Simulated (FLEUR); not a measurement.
Worked example: self-consistent single point of RbNO3 (R32, 5 atoms in the cell) in FLEUR.

Computed with PBEsol, all-electron FLAPW (FLEUR), scalar-relativistic valence.

The change in words: lattice scaled by 0.98. Reference geometry:
```yaml
crystal:
  lattice:
    - [3.11148, 1.79641, 3.11782]
    - [-3.11148, 1.79641, 3.11782]
    - [0.00000, -3.59282, 3.11782]
  atoms:
    - { symbol: Rb, position: [0.50000, 0.50000, 0.50000] }
    - { symbol: N, position: [0.00000, 0.00000, 0.00000] }
    - { symbol: O, position: [0.00000, 0.79343, 0.20657] }
    - { symbol: O, position: [0.20657, 0.00000, 0.79343] }
    - { symbol: O, position: [0.79343, 0.20657, 0.00000] }
```

Reference input (self-consistent single point, DFT, PBEsol, all-electron FLAPW (FLEUR), scalar-relativistic valence): Kmax = 4.7 1/bohr; GmaxXC = 18.8 1/bohr; xcFunctional = PBEs; jspins = 1; l_soc = F; mode = hist; fermiSmearingEnergy = 0.0001 Htr; mesh (inpgen div1-3) = 5 5 5; inpgen gamma flag = false; Gmax = 18.8 1/bohr; numbands = 0; maxIterBroyd = 25. This run's input differs from it in these lines:

```diff
@@ -3,5 +3,5 @@
 &input film=f /
-5.8798386909 3.3947257568 5.8918225264
--5.8798386909 3.3947257568 5.8918225264
-0.0000000000 -6.7894535961 5.8918213265
+5.7622418643 3.3268311973 5.7739867642
+-5.7622418643 3.3268311973 5.7739867642
+0.0000000000 -6.6536644771 5.7739855643
 1.0
@@ -47,5 +47,5 @@
          <bravaisMatrix>
-            <row-1>    5.8798386908999998     3.3947257568000002     5.8918225264000004</row-1>
-            <row-2>   -5.8798386908999998     3.3947257568000002     5.8918225264000004</row-2>
-            <row-3>    0.0000000000000000    -6.7894535961000004     5.8918213264999997</row-3>
+            <row-1>    5.7622418643000000     3.3268311973000002     5.7739867642000000</row-1>
+            <row-2>   -5.7622418643000000     3.3268311973000002     5.7739867642000000</row-2>
+            <row-3>    0.0000000000000000    -6.6536644771000004     5.7739855643000002</row-3>
          </bravaisMatrix>
```

Log, with long lists cut:

```
 Iteration:     1   Distance:      15.56193231 me/bohr^3
 Iteration:     2   Distance:      14.09045641 me/bohr^3
 Iteration:     3   Distance:       7.74058727 me/bohr^3
 Iteration:     4   Distance:       2.21825486 me/bohr^3
 Iteration:     5   Distance:       1.48937522 me/bohr^3
   [... 7 lines left out ...]
 Iteration:    13   Distance:       0.00016708 me/bohr^3
 Iteration:    14   Distance:       0.00013001 me/bohr^3
 Iteration:    15   Distance:       0.00001411 me/bohr^3
 Iteration:    16   Distance:       0.00000397 me/bohr^3
 Reset of history
 Run finished successfully
 Stop message:
   Structural relaxation: new displacements generated

[file out, last iteration]
             iter=     17
[...]
          total density-effective poten   -5.2239235983E+03
          total charge density-energy d   -1.3036918893E+02
 Updated energy parameters for spin:           1
[...]
 fermi energy and band-weighting factors:
    0.638680

[...]
FERMIE:
          first approx. to ef    (T=0)  :   0.212109 htr   (energy of the highest occ. eigenvalue)
          number of occ. states  (T=0)  :        304
          first approx. to seigv (T=0)  :  -4.712496 htr
          sum of weights of occ. states :  16.000000
          sum of semicore charge        :   0.000000 e
FERHIS:  Fermi-Energy by histogram:
          bandgap                     :   0.117232 htr
   [... lines left out ...]
          charge neutrality (T=0)     :   0.000000    (zero if the highest occ. eigenvalue is "entirely" occupied)
 Direct bandgap for spin            1 :   0.12228849261436472       Htr
 ---->    free energy=                     -3259.0216606928 htr
   [... lines left out ...]
 TOTAL FORCE FOR ATOM TYPE=  1  X=  0.000   Y=  0.000   Z=  8.661
                       FX_TOT= 0.000000 FY_TOT= 0.000000 FZ_TOT= 0.000000
 TOTAL FORCE FOR ATOM TYPE=  2  X=  0.000   Y=  0.000   Z=  0.000
                       FX_TOT= 0.000000 FY_TOT= 0.000000 FZ_TOT= 0.000000
 TOTAL FORCE FOR ATOM TYPE=  3  X=  1.190   Y= -2.062   Z=  0.000
                       FX_TOT=-0.001253 FY_TOT= 0.002170 FZ_TOT= 0.000000
```

The run converged in 16 iterations. FLEUR gives forces in its relaxation mode, with a further iteration, so its stop message speaks of a relaxation. Against the reference run the free energy falls by 14.8 meV/atom, the largest force goes from 1.326 to 0.129 eV/Å and the gap on the mesh goes from 3.055 to 3.190 eV.

The starting cell comes from a database of computed structures (which also holds hypothetical and non-ambient phases and stackings), without a prior relaxation at this level. Its lattice was rescaled by a random factor within 2.5 % of one. For this run, on top of that: lattice scaled by 0.98. Values depend on the basis (sphere radii, cutoffs, local orbitals), which need not be converged.

Cost on one core of a shared machine: roughly 4 min.
